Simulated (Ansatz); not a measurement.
Base system: SiS₂ in the 2H-MoS2 type structure (space group P6_3/mmc, No. 194; a = 3.210 Å, c = 11.768 Å; a hypothetical phase, not in the database extracts checked; layered, stacked along the Cartesian z axis).

(Cell as relaxed with PBE-D3(BJ).)

Levels (all Ansatz, a first-principles code, PAW, earlier PAW set): PBE-D3(BJ) (420 eV, without spin-orbit coupling); r2SCAN+rVV10 (500 eV, without spin-orbit coupling).

Each level relaxes its own structure.

```tsv
base	PBE-D3(BJ)	r2SCAN+rVV10
volume per atom	17.50 Å³	18.24 Å³
lattice parameter a	3.210 Å	3.224 Å
band gap	zero	zero
```

Now apply this change: a negative pressure, −1 GPa.

```
quantity         PBE-D3(BJ)  r2SCAN+rVV10
---------------  ----------  ------------
band gap               zero       0.13 eV
volume per atom    18.11 Å³      19.03 Å³
c/a ratio             3.754         3.895
```

They disagree on the band gap; PBE-D3(BJ)'s volume per atom lies 0.92 Å³ below r2SCAN+rVV10's (4.8 %); PBE-D3(BJ)'s c/a ratio lies 0.141 below r2SCAN+rVV10's. Neither level is exact; r2SCAN+rVV10 is the comparison here, not a measurement.

Load acts through the strain it causes; cell and atoms are relaxed under it. Stability against distortions was not tested. The final runs are not spin-polarised. Gaps under 0.05 eV, about the width of the smearing, are given as zero. The zero or small gap of SiS2 can change with the level of theory.
